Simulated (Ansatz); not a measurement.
# YN: point defects

Base system: a 24-atom supercell of YN in the rock salt structure (space group Fm-3m, No. 225; a = 4.856 Å) at its relaxed geometry.

One neutral defect a cell, atoms relaxed at fixed cell.

Level of theory: PBEsol (Ansatz, a first-principles code, PAW, without spin-orbit coupling).

```csv
variant,gap of the supercell,largest displacement of a host atom from its site in the perfect cell,pressure
perfect supercell,0.08 eV,–,0.01 GPa
"Al on a Y site, symmetric start",0.25 eV,0.07 Å,-4.70 GPa
Y interstitial (started 1.72 Å from the nearest host atom),zero,0.53 Å,12.6 GPa
H interstitial (started 2.10 Å from the nearest host atom),zero,0.05 Å,0.6 GPa
"N interstitial (started 1.72 Å from the nearest host atom), symmetric start",zero,0.35 Å,4.8 GPa
N vacancy,zero,?,?
```

Q: Some entries are withheld; estimate them.

A: 
- N vacancy, largest displacement of a host atom from its site in the perfect cell: 0.06 Å
- N vacancy, pressure: 0.7 GPa

The cell is small, so the values are those of an ordered compound at a high defect concentration; dilute-limit values will differ. The mesh was chosen for an insulator and is coarse for the gapless case. Defects with a symmetric start kept the site's symmetry and may sit on a saddle; the others started slightly shaken. The final runs are not spin-polarised. A zero or small gap of YN can be the functional's error rather than a property of the material.
